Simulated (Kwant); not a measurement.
Kwant, Hückel tight-binding model, one pz orbital an atom, one spin, coherent transport at 0 K. Conductance is in e²/h.

System: π system c1ccc2c(c1)-c1cccc3cccc-2c13 between two chain leads. The π system is taken as planar. Atoms are numbered from 0 in the order of the SMILES. Site energies (eV, carbon 0): [0.0, 0.0, 0.0, 0.0, 0.0, 0.0, 0.0, 0.0, 0.0, 0.0, 0.0, 0.0, 0.0, 0.0, 0.0, 0.0]. Bonds (i, j, β in eV): (0,1,-3) (1,2,-3) (2,3,-3) (3,4,-3) (4,5,-3) (4,6,-3) (6,7,-3) (7,8,-3) (8,9,-3) (9,10,-3) (10,11,-3) (11,12,-3) (12,13,-3) (13,14,-3) (14,15,-3) (5,0,-3) (15,6,-3) (14,3,-3) (15,10,-3). Leads: chains of hopping −4.5 eV, joined by −0.9 eV to atoms 2 and 8.

Site energies and bond integrals are typed Hückel values.

Sweep values stay those of the base run.

One input was changed, with this effect: transmission at E = 0 < 1e-12 → 0.0036.

**Question.** Which change was it?
A) contacts moved from atoms [2, 8] to [0, 7]
B) contacts moved from atoms [2, 8] to [7, 11]
C) contacts moved from atoms [2, 8] to [2, 5]
D) contacts moved from atoms [2, 8] to [2, 7]
E) contacts moved from atoms [2, 8] to [7, 13]
F) contacts moved from atoms [2, 8] to [9, 11]

**Answer.** C, contacts moved from atoms [2, 8] to [2, 5]
